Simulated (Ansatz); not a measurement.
The reference is BN in the zinc blende structure (space group F-43m, No. 216; a = 3.605 Å). Axes: x, y, z lie along the cube axes.

The values are results of DFT with PBEsol, PAW potentials and a 420 eV plane-wave cutoff in Ansatz (a program for electronic structure), no spin-orbit coupling, earlier PAW set, not measurements.

Base values:

* **Band gap**: 4.29 eV

Perturbation: a free-standing slab of 5 layers (10 atoms, 2 a layer) is cut normal to [110], with 15 Å of vacuum and the in-plane cell held at bulk.

### Question
What happens to the change of the spacing d12 from its bulk value of 1.275 Å?

### Answer
The change of the spacing d12 from its bulk value of 1.275 Å amounts to -11.4 %.

### Question
Estimate the effect on the band gap.

### Answer
The band gap decreases by 2.15 eV (4.29 eV → 2.14 eV).

### Question
Predict the new excess energy per area of both faces.

### Answer
The excess energy per area of both faces (slab less bulk energy over the cell's area: twice a surface energy) comes out as 6.35 J/m².

Slab and bulk use different k-meshes, which limits the precision of the excess energy. Whether these cells are dynamically stable was not tested.
